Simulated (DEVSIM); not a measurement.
Device: Pt/SiO2/n-Si capacitor, at 250 K.

Layer 1 from the left is SiO2, thickness (nm) 51.0. Layer 2 from the left is Si, thickness (nm) 890, Nd (cm⁻³) 4.2e17.

Metal gate on the left, work function 5.6 eV. Fixed charge at the semiconductor interface -5.1e10 cm⁻² (in units of +e); interface traps 1.2e10 cm⁻² eV⁻¹, uniform in energy, neutral level at 0.5 of the gap above the valence band.

The device is made up for the run: typed textbook-type constants, with dimensions and the other settings drawn at random. Values at 300 K; Nc and Nv go as T^1.5, mobilities as T to minus their exponent, the gap by Varshni's rule with the affinity fixed.

SiO2: gap (eV) 9, affinity (eV) 0.9, permittivity 3.9. Si: gap (eV) 1.124, affinity (eV) 4.05, permittivity 11.7, Nc (cm⁻³) 2.86e19, Nv (cm⁻³) 3.1e19, Varshni α (eV/K) 0.000473, Varshni β (K) 636.

Simulated with DEVSIM: 1D Poisson equation in equilibrium, Boltzmann statistics, complete ionisation; no quantum confinement or tunnelling. Metal contacts follow the ideal Schottky-Mott rule: no Fermi-level pinning, no interface dipoles.

Q: What does the simulation give for the flat-band voltage, the minimum of the low-frequency capacitance?

A: flat-band voltage 1.60 V; minimum of the low-frequency capacitance 0.0513 μF/cm².
